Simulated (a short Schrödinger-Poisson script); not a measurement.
Stack: symmetric double-gate stack, SiO2 on p-type Si(110), at 77 K.

```
layer  material  thickness (nm)  Na (cm⁻³)
-----  --------  --------------  ---------
1          SiO2             2.9          -
2            Si               8       2e15
3          SiO2             2.9          -
```

Constants are typed, rounded textbook-type inputs, not results; the design itself was drawn at random and stands for no fabricated device. SiO2: permittivity 3.9, conduction-band edge (eV) 3.15, gap (eV) 9, electron mass (mₑ) 0.5. Si: permittivity 11.7, conduction-band edge (eV) 0, gap (eV) 1.124, Nv at 300 K (cm⁻³) 3.1e19.

Channel valleys (confinement mass, in-plane density-of-states mass, number): Δ4 0.315, 0.324, 4; Δ2 0.19, 0.417, 2. At the gates, both at one voltage, the conduction-band edge of layer 1 lies 3.35 eV − eVg above the Fermi level of the channel. Gaps are held at their typed values at every temperature. Mesh 0.03 nm at interfaces.

From a short Schrödinger-Poisson script (our own, NumPy): 1D Poisson equation in equilibrium, electrons quantum, Hartree (BenDaniel-Duke, 12 states a valley, the channel's in-plane mass for all, wave functions ending at the dielectric), parabolic valleys, classical holes, full ionisation, no traps, pinning or gate leakage.

The same stack at other levels of the model or other numerical settings:

```
run                                          sheet density of all electrons at Vg = 1.7 V (cm⁻²)  sheet density of all electrons at Vg = 0.5 V (cm⁻²)  capacitance of both gates at Vg = 1.7 V (μF/cm²)  rough cost against the base
-------------------------------------------  ---------------------------------------------------  ---------------------------------------------------  ------------------------------------------------  ---------------------------
base                                                                                     1.81e13                                              3.31e12                                              2.05                      about 1
electrons treated as classical, Boltzmann                                                2.17e13                                              4.19e12                                              2.36                         0.02
electrons treated as classical, Fermi-Dirac                                              2.06e13                                              4.05e12                                              2.23                         0.07
mesh six times as coarse                                                                 1.81e13                                              3.31e12                                              2.05                          0.3
one subband a valley                                                                     1.80e13                                              3.31e12                                              2.02                          0.4
```

The classical rows ignore confinement, and Boltzmann statistics overrate the density once the band edge passes the Fermi level.
